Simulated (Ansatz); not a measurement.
Start from TiSi$_{2}$ (space group Cmcm, No. 63; a = 3.527 Å, b = 13.523 Å, c = 3.566 Å). Axes: x, y, z lie along a, b, c of the conventional cell.

Computed with r2SCAN (Ansatz, a quantum-chemistry and plane-wave program; PAW; 500 eV plane waves; without spin-orbit coupling), earlier PAW set.

For the base:

The pressure is 0.0 GPa. The shortest interatomic distance is 4.497 bohr.

Modification: tensile biaxial strain of 4.91 % in the plane normal to [001], as in epitaxy on a mismatched substrate; the out-of-plane cell vector and the atoms relax.

How does this affect the pressure and shortest interatomic distance?

The pressure (mean of the normal stresses, compression positive) goes from zero to -7.0 GPa; the shortest interatomic distance grows by 0.015 bohr to 4.512 bohr.

Without a gap, meshes like the base's 14×14×13 leave anisotropic stresses uncertain by several tenths of a GPa, and small strain energies with them. Whether these cells are dynamically stable was not tested. All final runs are without spin polarisation.
